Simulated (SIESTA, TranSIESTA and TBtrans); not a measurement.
# Rh chain with one S atom inserted

System: Rh chain with one S atom inserted. Leads: straight Rh chain, spacing 2.3 Å. Geometry: as built, not relaxed. Transport runs along z; the first 6 and the last 6 of the 21 atoms are the lead cells, repeated to infinity.

```xyz
21
Lattice="9.000 0.000 0.000 0.000 9.000 0.000 0.000 0.000 48.100" Properties=species:S:1:pos:R:3 pbc="F F T"
Rh     4.500     4.500     0.000
Rh     4.500     4.500     2.300
Rh     4.500     4.500     4.600
Rh     4.500     4.500     6.900
Rh     4.500     4.500     9.200
Rh     4.500     4.500    11.500
Rh     4.500     4.500    13.800
Rh     4.500     4.500    16.100
Rh     4.500     4.500    18.400
Rh     4.500     4.500    20.700
S      4.500     4.500    22.900
Rh     4.500     4.500    25.100
Rh     4.500     4.500    27.400
Rh     4.500     4.500    29.700
Rh     4.500     4.500    32.000
Rh     4.500     4.500    34.300
Rh     4.500     4.500    36.600
Rh     4.500     4.500    38.900
Rh     4.500     4.500    41.200
Rh     4.500     4.500    43.500
Rh     4.500     4.500    45.800
```
Starting moments (μB): atom 7 +1.5, atom 8 +1.5, atom 9 +1.5, atom 10 +1.5, atom 12 +1.5, atom 13 +1.5, atom 14 +1.5, atom 15 +1.5; lead atoms +1.5 (left) and +1.5 (right).

TranSIESTA and TBtrans, PBE, DZP numerical orbitals (energy shift 0.15 eV), PseudoDojo norm-conserving scalar-relativistic potentials, mesh cutoff 200 Ry, 300 K, spin-polarised (collinear), no spin-orbit coupling; self-consistent non-equilibrium Green functions.

| Item | Result |
|---|---|
| Conductance at 300 K (G0 = 2e²/h) | 2.80 |
| Mean T from −0.5 to 0.5 eV | 2.78 |

Energies count from the leads' Fermi level. Transmissions are for each spin. The energy step is 0.01 eV; narrower resonances are cut or missed.

```tsv
E (eV)	T up	T down	lead channels up	down
-1.95	2.77	2.67	3	3
-1.80	2.77	2.67	3	3
-1.65	2.78	2.67	3	3
-1.50	2.79	2.69	3	3
-1.35	2.80	2.71	band edge	3
-1.20	2.78	2.73	6	3
-1.05	2.82	2.74	6	3
-0.90	2.85	2.74	6	band edge
-0.75	2.88	2.76	6	6
-0.60	2.95	2.76	6	6
-0.45	2.90	2.77	band edge	6
-0.30	2.89	2.77	4	6
-0.15	2.86	2.77	4	6
0.00	2.82	2.79	4	6
0.15	2.77	2.75	4	4
0.30	2.70	2.76	4	4
0.45	2.63	2.77	4	4
0.60	2.50	2.77	4	4
0.75	2.14	2.74	3	4
0.90	0.32	2.67	1	4
1.05	0.30	2.44	1	3
1.20	0.28	1.90	1	band edge
1.35	0.28	0.30	1	1
1.50	0.28	0.28	1	1
1.65	0.28	0.27	1	1
1.80	0.28	0.27	1	1
1.95	0.28	0.27	1	1
```

The magnetic order of the leads was set by the start, and no other order was tried; the separate lead runs end at 0.62 (left) and 0.62 (right) μB an atom. The straight chain is held at its spacing; free chains may zigzag or dimerise.
